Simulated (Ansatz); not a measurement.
# Response to strain in NbP

The parent structure is NbP (space group I4_1md, No. 109; a = 3.340 Å, c = 11.449 Å; relaxed with 0.1 eV smearing). Axes: x, y, z lie along a, b, c of the conventional cell.

Strains are applied to the cell and any free atomic positions relax; under biaxial strain the out-of-plane vector relaxes too.

Computed with r2SCAN, PAW, 500 eV (Ansatz, a quantum-chemistry and plane-wave program; without spin-orbit coupling).

Notes on the quantities. pressure: mean of the normal stresses, compression positive.

| variant | shortest interatomic distance | pressure |
|---|---|---|
| base | 254.0 pm | 0.0 GPa |
| biaxial strain +2.60 %, plane normal [001], relaxed out of plane | 255.2 pm | ___ |
| biaxial strain +4.33 %, plane normal [001], relaxed out of plane | ___ | -9.9 GPa |
| isotropic strain +1.83 % | 258.4 pm | ___ |

What belongs in the blanks?


- biaxial strain +2.60 %, plane normal [001], relaxed out of plane, pressure: -6.3 GPa
- biaxial strain +4.33 %, plane normal [001], relaxed out of plane, shortest interatomic distance: 256.0 pm
- isotropic strain +1.83 %, pressure: -9.5 GPa

No phonon test of stability was made. All final runs are without spin polarisation.
